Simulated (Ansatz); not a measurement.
Cell and atoms of amorphous Ge-Sb-Te (Ge$_{8}$Sb$_{16}$Te$_{32}$):

```xyz
56
Lattice="12.2026 0.0000 0.0000 0.0000 12.2026 0.0000 0.0000 0.0000 12.2026" Properties=species:S:1:pos:R:3 pbc="T T T"
Ge     0.3874     9.4469     0.3286
Ge    10.0494     5.3642    10.4612
Ge     6.1542     1.8841     3.5128
Ge     3.9363     3.9701     9.1384
Ge    12.1080     8.1050     4.1644
Ge     8.9613    11.0410     2.1904
Ge     4.0756     4.7516     5.3645
Ge    10.7638     0.5423     5.2712
Sb     1.1925     6.5554     7.8536
Sb     7.8682    11.4857     7.2849
Sb     5.4689     4.1185    11.4688
Sb    12.0531     4.0808     6.0166
Sb     0.3483     0.6348     3.1498
Sb     2.5765     0.8252    10.0566
Sb    11.6523     1.8757     9.6010
Sb     4.1370     1.0757     6.4876
Sb     7.1225    10.5703    10.8205
Sb     6.8170     7.3323     1.0621
Sb     3.6778     7.5641     2.6473
Sb     0.9792     4.6064     1.1723
Sb     7.4210     2.1441    10.5658
Sb     7.7324     5.8253     4.6287
Sb    11.9187    10.3611     7.9374
Sb     4.4119    11.6787     1.8357
Te     8.3039     2.6552     5.1258
Te     7.1689     0.7407     0.9796
Te     9.8796    10.1646     5.6111
Te    10.4464     6.5459     5.8155
Te     9.0260     9.0369     0.3144
Te     7.1220     8.9738     8.4257
Te     2.6479     6.7477     0.1036
Te     4.7382     9.5407    12.0902
Te     1.9169    10.0903     2.5924
Te     3.9917     6.7337     8.7496
Te     2.9951     1.6290     0.5327
Te     3.1280     1.9927     3.9487
Te    11.0588     3.1556     3.3506
Te     5.9870     3.2983     6.9018
Te     0.7769     0.9901     6.8748
Te     1.7725    10.3183    10.2097
Te    11.1519    11.9086     0.7761
Te     1.3134     4.3180    10.1598
Te     6.9899     8.5419     3.7477
Te    11.5035     7.9016     9.4884
Te     5.1064     7.2937     6.1283
Te     9.9542     3.5952     8.0304
Te     8.6556     5.1296     1.9173
Te     1.6769     8.8966     6.1530
Te    10.0609     2.9691    11.8748
Te     5.3348     4.7374     2.9364
Te     7.2951     6.0395    10.2964
Te     9.8527    11.7259     9.7030
Te    11.0372     6.5341     1.0008
Te     1.6051     5.8913     3.8124
Te     5.8448    11.5231     5.0338
Te     5.3536     0.3327     9.3246
```

Level of theory: PBE, scalar-relativistic without spin-orbit coupling, PAW (Ansatz default set, large-core Te) (plane waves to 420 eV; Ansatz, a quantum-chemistry and plane-wave program).

It comes from a melt-quench run on a machine-learned potential (CHGNet), relaxed afterwards by DFT. It is a model cell: composition and starting density were chosen by hand, and all elements were melted together. No dispersion term was used. Its density started from a set value of 6.04 and ended at 6.04 g/cm³. The simulated quench (nominally 170 K/ps over its main leg) is rapid and tends to freeze in more defects than a deposited or slowly cooled glass has. One small periodic cell is one sample of the glass; other quenches scatter about these values. The volume was held where the preparation left it, at a PBE pressure of 1.7 GPa. Stress components on the final sampling reach 1.9 GPa. On a 2×2×2 Γ-centred mesh force components of up to 0.17 eV/Å stay, since the relaxation ran on one k-point at (1/4, 1/4, 1/4).

Cut-offs for bonds: Ge-Ge 2.85 Å, Ge-Sb 3.00 Å, Ge-Te 3.18 Å, Sb-Sb 3.34 Å, Sb-Te 3.42 Å, Te-Te 3.31 Å.

### Question
Give the coordination numbers, mean bond lengths and angles.

### Answer

* **Mean coordination of Ge**: 3.75 (4 with 3, 2 with 4, 2 with 5)
* **Mean coordination of Sb**: 4.81 (1 with 3, 5 with 4, 6 with 5, 4 with 6)
* **Mean coordination of Te**: 3.41 (3 with 2, 17 with 3, 8 with 4, 4 with 5)
* **Mean Sb-Te bond**: 3.046 Å (spread 0.160 Å, 71 counted)
* **Mean Ge-Te bond**: 2.886 Å (spread 0.127 Å, 28 counted)
* **Mean Te-Te bond**: 3.074 Å (spread 0.173 Å, 5 counted)
* **Mean Sb-Sb bond**: 3.125 Å (spread 0.205 Å, 2 counted)
* **Bond angle at Ge**: mean 103.3°, spread 22.0°
* **Bond angle at Sb**: mean 104.9°, spread 30.8°
* **Bond angle at Te**: mean 101.9°, spread 23.8°

### Question
List the pairs of like atoms that count as bonded by the rules above.

### Answer
Sb11-Sb21 (2.92 Å), Sb14-Sb15 (3.33 Å), Te25-Te38 (2.99 Å), Te29-Te53 (3.28 Å), Te34-Te45 (2.90 Å), Te43-Te45 (3.28 Å), Te47-Te53 (2.91 Å).
